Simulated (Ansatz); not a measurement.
The reference is Os in the fcc (Cu type) structure (space group Fm-3m, No. 225; a = 3.8205 Å).

It is then changed as follows: full substitution Os → Pt; the structure is relaxed again.

Levels (all Ansatz, a first-principles code, PAW): PBEsol (420 eV, no spin-orbit coupling); PBEsol+SOC (420 eV, spin-orbit coupling included).

The geometry is relaxed with PBEsol.

| Quantity | Result |
|---|---|
| PBEsol pressure | 0.0 GPa |

Predict the pressure from PBEsol+SOC.

The pressure goes from zero to 0.3 GPa.

Single points use the geometry relaxed with PBEsol. Differences between runs with and without spin-orbit coupling are approximate. Stability against distortions was not tested. The runs without spin-orbit coupling are not spin-polarised. Pt lies near a magnetic instability that expansion can trigger; it was not tested. This is not the structure that Os has at room temperature and ambient pressure.
